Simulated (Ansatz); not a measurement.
Start from Mg in the hcp (Mg type) structure (space group P6_3/mmc, No. 194; a = 3.195 Å, c = 5.197 Å; relaxed with 0.1 eV smearing). Axes: x lies along a and z along c of the hexagonal cell.

Level of theory: Ansatz (a first-principles code) PBE, scalar-relativistic without spin-orbit coupling.

Strains are applied to the cell and any free atomic positions relax; under biaxial strain the out-of-plane vector relaxes too.

One change was made to it. Results:

The pressure (mean of the normal stresses, compression positive) goes from zero to -0.2 GPa; the shortest interatomic distance stays essentially unchanged (6.022 bohr against 6.020 bohr).

Problem. What was done to the base?
(A) biaxial strain −2.50 %, plane normal [001], relaxed out of plane
(B) biaxial strain +0.50 %, plane normal [001], relaxed out of plane
(C) biaxial strain +3.00 %, plane normal [001], relaxed out of plane

Solution. B, biaxial strain +0.50 %, plane normal [001], relaxed out of plane. For comparison, the pressure in the other runs: biaxial strain +3.00 %, plane normal [001], relaxed out of plane gives -1.2 GPa; biaxial strain −2.50 %, plane normal [001], relaxed out of plane gives 1.5 GPa.

Stability against distortions was not tested.
